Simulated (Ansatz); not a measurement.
# InPd: response to strain

The reference is InPd in the CsCl type structure (space group Pm-3m, No. 221; a = 3.248 Å; relaxed with 0.1 eV smearing). Axes: x, y, z lie along the cube axes.

Strains are applied to the cell and any free atomic positions relax; under biaxial strain the out-of-plane vector relaxes too.

Computed with Ansatz (a first-principles code), PBEsol, PAW, cutoff 420 eV, no spin-orbit coupling.

Notes on the quantities. energy relative to the base: free energy F; in-plane stress: mean in-plane stress (compression positive).

| change | energy relative to the base | shortest interatomic distance | out-of-plane strain | in-plane stress |
|---|---|---|---|---|
| base | 0 meV/atom | 281.3 pm | – | – |
| biaxial strain −3.00 %, plane normal [001], relaxed out of plane | ___ | 280.8 pm | +5.25 % | +2.1 GPa |
| biaxial strain −2.50 %, plane normal [001], relaxed out of plane | ___ | 280.8 pm | +4.32 % | +1.8 GPa |
| biaxial strain −2.00 %, plane normal [001], relaxed out of plane | +3.0 meV/atom | 280.8 pm | +3.43 % | +1.4 GPa |
| biaxial strain −1.50 %, plane normal [001], relaxed out of plane | +1.6 meV/atom | ___ | +2.57 % | +1.0 GPa |
| biaxial strain −0.50 %, plane normal [001], relaxed out of plane | +0.2 meV/atom | 281.1 pm | +0.84 % | +0.3 GPa |
| biaxial strain +0.50 %, plane normal [001], relaxed out of plane | +0.2 meV/atom | 281.5 pm | -0.80 % | -0.4 GPa |
| biaxial strain +1.00 %, plane normal [001], relaxed out of plane | +0.9 meV/atom | 281.7 pm | -1.56 % | -0.8 GPa |
| biaxial strain +2.00 %, plane normal [001], relaxed out of plane | +3.6 meV/atom | ___ | -3.01 % | -1.7 GPa |
| biaxial strain +2.50 %, plane normal [001], relaxed out of plane | +5.7 meV/atom | 282.6 pm | -3.69 % | -2.2 GPa |

### Question
Some entries are withheld; estimate them.

### Answer

- biaxial strain −3.00 %, plane normal [001], relaxed out of plane, energy relative to the base: +6.9 meV/atom
- biaxial strain −2.50 %, plane normal [001], relaxed out of plane, energy relative to the base: +4.7 meV/atom
- biaxial strain −1.50 %, plane normal [001], relaxed out of plane, shortest interatomic distance: 280.9 pm
- biaxial strain +2.00 %, plane normal [001], relaxed out of plane, shortest interatomic distance: 282.3 pm

Whether these cells are dynamically stable was not tested. All final runs are without spin polarisation.
